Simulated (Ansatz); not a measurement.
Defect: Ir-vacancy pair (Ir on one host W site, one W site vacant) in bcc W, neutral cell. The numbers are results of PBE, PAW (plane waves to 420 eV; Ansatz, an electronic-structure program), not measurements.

36-site cell at the relaxed PBE lattice, a 2×2×3 k-point mesh shifted by half a step, smearing 0.10 eV, spin-restricted, no finite-size correction. Static, classical nuclei. Spin-orbit coupling is left out. Forms of the defect that were not tried may lie lower.

Barriers: single points on a 3×3×5 k-point mesh shifted by half a step at the bands' geometries (they differ from the bands' own by up to 0.12 eV, and are uncertain by about as much).

The step: the Ir atom itself jumps into the vacancy (Ir-vacancy distance between ideal sites 2.76 Å throughout). Atoms about the jump, Cartesian Å from the middle of the jump, before and after:

```tsv
atom	x0	y0	z0	x1	y1	z1
Ir1	-0.78	-0.78	-0.77	0.78	0.78	0.77
W2	2.35	-0.77	-0.77	2.38	-0.80	-0.81
W3	-0.77	2.35	-0.77	-0.80	2.38	-0.81
W4	-2.38	0.80	0.81	-2.35	0.77	0.77
W5	0.80	-2.38	0.81	0.77	-2.35	0.77
W6	0.81	0.81	-2.40	0.78	0.78	-2.36
W7	-0.78	-0.78	2.36	-0.81	-0.81	2.40
```

Give the saddle-point geometry and the barrier.


```tsv
atom	x	y	z
Ir1	0.00	0.00	-0.01
W2	2.43	-0.81	-0.81
W3	-0.81	2.43	-0.81
W4	-2.43	0.81	0.79
W5	0.81	-2.43	0.79
W6	0.80	0.80	-2.45
W7	-0.81	-0.81	2.43
```
It lies 1.20 eV above the start and 1.20 eV above the end. The saddle point's order was not checked, and it lies on a symmetry element of the cell, where a band can be held.
